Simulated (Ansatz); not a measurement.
What isotropic strain +6.00 % does to SnO2

Start from SnO₂ in the rutile structure (space group P4_2/mnm, No. 136; a = 4.760 Å, c = 3.201 Å).

Now apply this change: every lattice vector is stretched by 6.00 %; the atoms relax in the strained cell.

All numbers come from r2SCAN (Ansatz, a program for electronic structure), scalar-relativistic without spin-orbit coupling. Settings: 7×7×10 k-points, 0.05 eV Fermi–Dirac smearing.

The space group remains P4_2/mnm (No. 136) and the shortest interatomic distance rises by 0.106 Å (2.059 Å → 2.165 Å). The energy goes up by 0.205 eV/atom and the pressure (mean of the normal stresses, compression positive) goes from zero to -23.8 GPa. The band gap changes from 1.77 eV to zero and the largest internal atomic displacement is 0.040 Å.

Cost of the whole job for the changed cell (relaxation, final SCF and bands): about 2.2 core-minutes (a rough figure).

Stability against distortions was not tested. All final runs are without spin polarisation. Gaps under 0.05 eV, about the width of the smearing, are given as zero. A zero or small gap of SnO2 under isotropic strain +6.00 % can be the functional's error rather than a property of the material.
